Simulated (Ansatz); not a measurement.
Consider CdS in the wurtzite structure (space group P6_3mc, No. 186; a = 4.1966 Å, c = 6.8302 Å). Axes: x lies along a and z along c of the hexagonal cell.

Method: PBE, PAW, 420 eV (Ansatz, a quantum-chemistry and plane-wave program; scalar-relativistic without spin-orbit coupling), earlier PAW set.

Before the change:

The band gap is 1.11 eV. The electron mass comes out as 0.12 mₑ along c, 0.13 mₑ across (at Γ) and the valence-band top at Γ is 0.00, 0.00, -0.04 eV.

Perturbation: uniaxial strain ε_zz = +4.18 %, all other strain components held at zero, atoms relaxed at fixed cell.

Problem. Predict the new band gap, energy relative to the base, largest internal atomic displacement, electron mass and valence-band top at Γ.

Solution. The band gap decreases by 0.18 eV to 0.93 eV; the energy increases by 12 meV/atom; the largest internal atomic displacement amounts to 0.025 Å; the electron mass goes from 0.12 mₑ along c, 0.13 mₑ across (at Γ) to 0.11 mₑ along z, 0.12 mₑ across (at Γ); the valence-band top at Γ (three highest levels, from the VBM) changes from 0.00, 0.00, -0.04 eV to 0.00, 0.00, -0.17 eV.

Effective masses come from finite differences of ±0.01 Å⁻¹. No phonon test of stability was made.
